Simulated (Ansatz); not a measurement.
These are PBE (plane waves to 420 eV, PAW; Ansatz, an electronic-structure program) values and carry that method's errors.

Electrostatic potential energy of an electron, averaged over planes parallel to the surface, in eV from the Fermi level, for Al on the 1x1 (110) surface of bcc Ta, one in a 2x2 cell, started at the site 'bridge Ta-Ta (span 3.3 Å)':

```
z (Å)  V (eV)
-----  ------
5.59     4.71
5.89     4.71
6.18     4.70
6.48     4.69
6.77     4.66
7.07     4.60
7.36     4.49
7.66     4.26
7.95     3.82
8.24     2.97
8.54     1.36
8.83    -1.75
9.13    -7.24
9.42   -14.06
9.72   -19.09
10.01  -18.30
10.31  -12.34
10.60   -5.86
10.89   -2.34
11.19   -3.94
11.48   -9.51
11.78  -16.25
12.07  -19.42
12.37  -16.18
12.66   -9.33
12.96   -3.49
13.25   -1.18
13.54   -3.57
13.84   -9.46
14.13  -16.25
14.43  -19.37
14.72  -16.14
15.02   -9.40
15.31   -3.77
15.61   -1.90
15.90   -4.91
16.19  -11.09
16.49  -17.38
16.78  -19.25
17.08  -15.16
17.37   -8.53
17.67   -3.11
17.96   -0.42
18.26    0.69
18.55    1.31
18.84    1.58
19.14    1.87
19.43    2.64
19.73    3.37
20.02    3.74
20.32    3.94
20.61    4.03
20.91    4.08
21.20    4.11
21.49    4.12
21.79    4.12
22.08    4.13
22.38    4.13
22.67    4.13
22.97    4.13
```

Model: 17-atom slab, 6.8 Å thick at the start under the adsorbate (thin: gaps and levels are the slab's own), 5x5x1 mesh, Fermi-Dirac 0.1 eV, dipole correction, 8 atoms held, the rest relaxed; held to the start's symmetry, so lower structures may exist; no spin, no spin-orbit, no U, no dispersion correction. At the end it is bonded to 4 Ta. In PBE it is, or lies within 0.03 eV of, the lowest of the starts that converged.

The surface cell has an area of 31.16 Å². What dipole along the normal does the step between the two vacuum levels imply?

the top vacuum level lies 0.59 eV below the bottom one; p = −ε₀ A ΔV (ε₀ = 0.005526 e/(V·Å)) gives 0.10 e·Å a cell.
